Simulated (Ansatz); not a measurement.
## Element substitutions in hypothetical zinc blende NaCl

The parent structure is NaCl in the zinc blende structure (space group F-43m, No. 216; a = 6.254 Å; a hypothetical phase, not in the database extracts checked).

Each row replaces one element on all its sites; cell and atoms are relaxed.

Levels (all Ansatz, a program for electronic structure, PAW): PBE (420 eV, scalar-relativistic without spin-orbit coupling); r2SCAN (500 eV, without spin-orbit coupling).

The base cell above is that of PBE; each level relaxes its own structures.

```
case     lattice parameter a, PBE  lattice parameter a, r2SCAN
-------  ------------------------  ---------------------------
Na → Tm                   6.402 Å                      6.358 Å
Na → Mg                   6.290 Å                          ___
Cl → F                    5.155 Å                          ___
```

### Question
What belongs in the blanks?

### Answer

- Na → Mg, lattice parameter a, r2SCAN: 6.074 Å
- Cl → F, lattice parameter a, r2SCAN: 5.063 Å

PBE lies above r2SCAN in every row, by 0.043 Å to 0.216 Å. They put the cases in the same order.

Other magnetic orders, which the real material may have, were not ruled out. The 4f electrons are in the valence with no U and their state was not checked, so volumes and moments can be off. Stability against distortions was not tested. As relaxed here, TmCl, MgCl and NaF are hypothetical phases, not in the database extracts checked. No Hubbard U is applied, and correlation can decide whether such a compound is a metal. Spin-polarised in the final run: PBE TmCl, r2SCAN TmCl and r2SCAN MgCl; the other runs are not. An odd electron count without spin: MgCl.
